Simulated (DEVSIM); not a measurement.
Device: Pt/La2O3/p-Ge capacitor, at 400 K.

```csv
layer (left to right),material,thickness (nm),Na (cm⁻³)
1,La2O3,2.40,-
2,Ge,1100,2.7e17
```

Metal gate on the left, work function 5.6 eV. Fixed charge at the semiconductor interface -1.3e11 cm⁻² (in units of +e); no interface traps.

This is a model device: material constants are rounded textbook-type values typed into the input, and sizes, dopings and lifetimes were drawn at random. Values at 300 K; Nc and Nv go as T^1.5, mobilities as T to minus their exponent, the gap by Varshni's rule with the affinity fixed.

```tsv
parameter	La2O3	Ge
gap (eV)	5.8	0.664
affinity (eV)	1.8	4
permittivity	27	16
Nc (cm⁻³)	-	1.04e19
Nv (cm⁻³)	-	6e18
Varshni α (eV/K)	-	0.000477
Varshni β (K)	-	235
```

Model (solved in DEVSIM): 1D Poisson equation in equilibrium, Boltzmann statistics, complete ionisation; no quantum confinement or tunnelling. Metal contacts follow the ideal Schottky-Mott rule: no Fermi-level pinning, no interface dipoles.

The interface trap density was swept, all else fixed.

```tsv
interface trap density (cm^-2 eV^-1)	minimum of the low-frequency capacitance (μF/cm²)
0	0.370
1e10	0.372
1e11	?
3e11	0.414
1e12	0.516
2e12	0.658
```

Q: Fill in the missing entries.

A: 
- 1e11, minimum of the low-frequency capacitance (μF/cm²): 0.385
